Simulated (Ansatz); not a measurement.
The starting structures come from a database of crystals and need not be the phases stable at ambient conditions.

Inside the gap of an insulator the Bloch states are evanescent, with a wavenumber k + iκ along the transport direction.

Input:

```
K3GeS3
1.0
    7.58119     0.00000     0.00000
   -2.57785     7.12945     0.00000
    2.09178     2.98066     7.34563
K Ge S
6 2 6
Direct
  0.78369   0.78369   0.68533
  0.21631   0.21631   0.31467
  0.00000   0.50000   0.00000
  0.50000   0.00000   0.00000
  0.66784   0.33216   0.50000
  0.33216   0.66784   0.50000
  0.11826   0.11826   0.84401
  0.88174   0.88174   0.15599
  0.75663   0.05019   0.30034
  0.24337   0.94981   0.69966
  0.94981   0.24337   0.69966
  0.05019   0.75663   0.30034
  0.36860   0.36860   0.85753
  0.63140   0.63140   0.14247
```

Space group of this cell: C2/m. The cell is taken as given.

Transport runs along the normal of the first two printed cell vectors.

The gap is the functional's own. No spin-orbit coupling. Mid-gap values are interpolated on the energy grid.

Question: Compute, with r2SCAN (Ansatz, an electronic-structure program), the band gap and the smallest decay constant κ at mid-gap.

Answer: Gap 2.94 eV on a 6×6×4 mesh; κ = 0.294 1/Å, at the zone centre.
